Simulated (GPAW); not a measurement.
Band structure of PbF2 (Fm-3m, 3 atoms in the cell).

```yaml
crystal:
  lattice:
    - [0.00000, 2.91920, 2.91920]
    - [2.91920, 0.00000, 2.91920]
    - [2.91920, 2.91920, 0.00000]
  atoms:
    - { symbol: Pb, position: [0.00000, 0.00000, 0.00000] }
    - { symbol: F, position: [0.75000, 0.75000, 0.75000] }
    - { symbol: F, position: [0.25000, 0.25000, 0.25000] }
```

Method: PBE, GPAW PAW datasets PBE (gpaw-data 1.0.1) (plane waves; GPAW).

Settings: mode = pw; ecut = 900 eV; xc = PBE; kpts = 10 10 10; mesh shift (steps) = 0 0 0; occupations.name = fermi-dirac; occupations.width = 0 eV; nbands = -6; convergence.forces = 0.001 eV/Å; convergence.bands = -4; symmetry.symmorphic = false; symmetry.tolerance = 0.0005; maxiter = 150; bandpath_npoints = 40.

The starting cell comes from a database of computed structures (which also holds hypothetical and non-ambient phases and stackings), without a prior relaxation at this level. Its lattice was rescaled by a random factor within 2.5 % of one. Spin-orbit coupling is off.

**Question.** Predict the gap along the standard path and the places of the band edges.

**Answer.** The gap along the path is 4.33 eV, from W to X; the smallest direct gap on it is 4.48 eV.

Levels in eV from the top of the valence band on the SCF mesh, bands 11 to 18:
```json
[
 {"point": "Γ", "11": "-2.82", "12": "-2.32", "13": "-2.32", "14": "-2.32", "15": "6.74", "16": "6.74", "17": "6.74", "18": "10.76"},
 {"point": "X", "11": "-1.87", "12": "-1.86", "13": "-1.86", "14": "-0.14", "15": "4.34", "16": "8.00", "17": "8.00", "18": "8.82"},
 {"point": "W", "11": "-3.06", "12": "-1.94", "13": "-1.79", "14": "0.01", "15": "6.07", "16": "6.07", "17": "7.51", "18": "10.12"},
 {"point": "K", "11": "-2.41", "12": "-2.02", "13": "-1.88", "14": "-0.02", "15": "5.29", "16": "6.69", "17": "7.99", "18": "9.75"},
 {"point": "L", "11": "-3.07", "12": "-2.48", "13": "-2.48", "14": "-0.06", "15": "4.96", "16": "7.74", "17": "7.74", "18": "13.26"},
 {"point": "U", "11": "-2.41", "12": "-2.02", "13": "-1.88", "14": "-0.02", "15": "5.29", "16": "6.69", "17": "7.99", "18": "9.75"}
]
```
